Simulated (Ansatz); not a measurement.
Input:

```
MgSe
1.0
    0.00000     2.74712     2.68996
    2.74712     0.00000     2.68996
    2.74712     2.74712     0.00000
Mg Se
1 1
Cartesian
  0.00000   0.00000   0.00000
  2.74712   2.74712   2.68996
```

Level of theory: r2SCAN with spin-orbit coupling, rigid bands (plane waves, PAW; Ansatz, a program for electronic structure). Condition of this run: uniaxial stress zz = 2 GPa (compression positive) (the target of the relaxation). Cell: cell and atoms relaxed with r2SCAN, then loaded as said.

Task: What conductivity effective mass do dilute electrons have at 300 K?

Result: 0.27 (x), 0.27 (y), 0.45 (z) mₑ.

Task: What conductivity effective mass do dilute holes have at 300 K?

Result: 0.87 (x), 0.87 (y), 1.10 (z) mₑ.

Task: And the band gap?

Result: 2.26 eV at this level; semilocal functionals usually fall short of the measured gap.

Rigid bands, one relaxation time for all states, no polarons.
